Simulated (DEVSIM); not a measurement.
Device: Au/SiO2/p-GaSb capacitor, at 250 K.

Layer 1 from the left is SiO2, thickness (nm) 22.0. Layer 2 from the left is GaSb, thickness (nm) 3200, Na (cm⁻³) 3.5e16.

Metal gate on the left, work function 5.1 eV. Fixed charge at the semiconductor interface 0 cm⁻² (in units of +e); no interface traps.

Constants are typed, rounded textbook-type inputs, not results; the design itself was drawn at random and stands for no fabricated device. Values at 300 K; Nc and Nv go as T^1.5, mobilities as T to minus their exponent, the gap by Varshni's rule with the affinity fixed.

SiO2: gap (eV) 9, affinity (eV) 0.9, permittivity 3.9. GaSb: gap (eV) 0.726, affinity (eV) 4.06, permittivity 15.7, Nc (cm⁻³) 2.1e17, Nv (cm⁻³) 1.8e19, Varshni α (eV/K) 0.00042, Varshni β (K) 140.

### Question
Estimate by hand the flat-band voltage, the threshold voltage, and compare with a numerical solution.

### Answer

- Flat-band voltage: C = 0.157 μF/cm², work-function difference 0.424 V; VFB = φms − qNf/C = 0.42 V; numerical 0.42 V.
- Threshold voltage: φF = 0.292 V, depletion charge √(4εqNφF) = 9.54e-8 C/cm²; VT = VFB + 2φF + Qd/C = 1.61 V; numerical 1.62 V.

Model (solved in DEVSIM): 1D Poisson equation in equilibrium, Boltzmann statistics, complete ionisation; no quantum confinement or tunnelling. Metal contacts follow the ideal Schottky-Mott rule: no Fermi-level pinning, no interface dipoles.
